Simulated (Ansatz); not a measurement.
## HfO2 (model structure, started from the CdI2 type, P-3m1, No. 164, 3 atoms in the cell)

The numbers are results of r²SCAN in Ansatz (PAW), not measurements.

Run with plane-wave cutoff 560 eV, 12×12×8 k mesh (along the axes of the cell as run), Fermi–Dirac smearing 0.01 eV, scalar-relativistic PAW data made under PBE.

Cell (relaxed at this level):

```xyz
3
Lattice="3.2330 0.0000 0.0000 -1.6165 2.7998 0.0000 0.0000 0.0000 4.8279" Properties=species:S:1:pos:R:3 pbc="T T T"
Hf     0.0000     0.0000     0.0000
O      0.0000     1.8665     0.9592
O      1.6165     0.9333     3.8687
```

band gap: 5.16 eV (on the SCF k mesh)
Γ–Γ gap: 5.86 eV

Note: the relaxation could raise the start's symmetry but not lower it, so the cell can be a saddle point; the cell has widely spaced layers and the level no dispersion term, so their spacing and the moduli can rest on weak binding.

Spin–orbit coupling is not included.

Static lattice: no zero-point or thermal effects.

Cost on a shared machine: about 2.7 core-minutes (a rough figure).

A model structure was made by putting elements into a prototype or built by hand; it is no filed structure, need not be a known phase, and can be a saddle point held by its symmetry.

Ansatz is a first-principles code.
